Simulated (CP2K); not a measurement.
Band structure of Hf2S (P6_3/mmc, 6 atoms in the cell).

```
CELL_PARAMETERS angstrom
      3.32366     0.00000     0.00000
     -1.66183     2.87837     0.00000
      0.00000     0.00000    11.54165
ATOMIC_POSITIONS crystal
  Hf 0.66667 0.33333 0.89981
  Hf 0.33333 0.66667 0.10019
  Hf 0.33333 0.66667 0.39981
  Hf 0.66667 0.33333 0.60019
  S  0.00000 0.00000 0.75000
  S  0.00000 0.00000 0.25000
```

Computed with CP2K with LDA (Pade form), GPW, DZVP-MOLOPT-SR-GTH basis, GTH-PADE potentials (GTH_POTENTIALS).

Settings: CUTOFF = 500 Ry; REL_CUTOFF = 40 Ry; SMEAR/METHOD = FERMI_DIRAC; ELECTRONIC_TEMPERATURE = 580.23 K; KPOINTS/SCHEME = MONKHORST-PACK 8 8 2; GAMMA_CENTERED = T; XC_FUNCTIONAL = PADE; Hf/BASIS_SET = DZVP-MOLOPT-SR-GTH-q12; Hf/POTENTIAL = GTH-PADE-q12; S/BASIS_SET = DZVP-MOLOPT-SR-GTH-q6; S/POTENTIAL = GTH-PADE-q6; METHOD = GPW; EPS_DEFAULT = 1e-11; EXTRAPOLATION = USE_GUESS.

The starting cell comes from a database of computed structures (which also holds hypothetical and non-ambient phases and stackings), without a prior relaxation at this level. Its lattice was rescaled by a random factor within 2.5 % of one. Spin-orbit coupling is off. Values carry the incompleteness of an atom-centred basis.

Levels in eV from the Fermi level, bands 27 to 32:
```tsv
point	27	28	29	30	31	32
Γ	-1.31	-0.24	-0.04	0.30	0.30	0.45
M	-1.75	-1.31	-1.06	-0.59	-0.47	0.69
K	-1.19	-1.19	-0.85	-0.85	0.08	0.08
A	-1.16	-1.16	0.26	0.26	0.26	0.26
L	-1.85	-1.85	-0.79	-0.79	0.43	0.43
H	-1.29	-1.29	-0.69	-0.69	0.11	0.11
```

Bands cross the Fermi level along this path, so the cell is metallic at this level.

Higher empty bands are left out: an atom-centred basis made for the valence describes them poorly.
